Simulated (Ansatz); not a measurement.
Where the default PAW files enter, the runs use the earlier of Ansatz's two default sets.

Here is the system:

```yaml
crystal:
  lattice:
    - [3.60017, 0.00000, 0.00000]
    - [0.00000, 5.22516, 0.00000]
    - [0.00000, 0.00000, 3.60017]
  atoms:
    - { symbol: Zr, position: [0.00000, 0.00000, 0.00000] }
    - { symbol: Zr, position: [0.50000, 0.50000, 0.50000] }
    - { symbol: O, position: [0.50000, 0.69823, 0.00000] }
    - { symbol: O, position: [0.50000, 0.19823, 0.00000] }
    - { symbol: O, position: [0.00000, 0.80177, 0.50000] }
    - { symbol: O, position: [0.00000, 0.30177, 0.50000] }
```

Space group of this cell: P4_2/nmc. The cell is taken as given.

The current runs along the normal of the first two printed vectors, the (100) plane. All runs by Ansatz (an electronic-structure program), plane waves and PAW, without spin-orbit coupling; the base is r2SCAN.

| run | mean pressure (GPa) | gap (eV) | mid-gap κ (1/Å) |
|---|---|---|---|
| base | -0.2 | 4.61 | 0.399 |
| all lengths scaled by 0.98 | 16.9 | (withheld) | 0.399 |
| all lengths scaled by 1.02 | -13.2 | 4.37 | 0.398 |
| lda in place of r2scan | -8.8 | (withheld) | (withheld) |
| lengths across the current scaled by 0.98, ions clamped | 10.6 | 4.63 | 0.399 |
| lengths across the current scaled by 1.02, ions clamped | -8.9 | 4.43 | 0.399 |
| lengths along the current scaled by 0.97, ions clamped | 8.5 | 4.72 | 0.401 |
| lengths along the current scaled by 1.03, ions clamped | -7.1 | (withheld) | 0.399 |
| pbesol in place of r2scan | -3.4 | 4.01 | 0.362 |

What belongs in the gaps?


- all lengths scaled by 0.98, gap (eV): 4.80
- lda in place of r2scan, gap (eV): 3.97
- lda in place of r2scan, mid-gap κ (1/Å): 0.360
- lengths along the current scaled by 1.03, ions clamped, gap (eV): 4.36
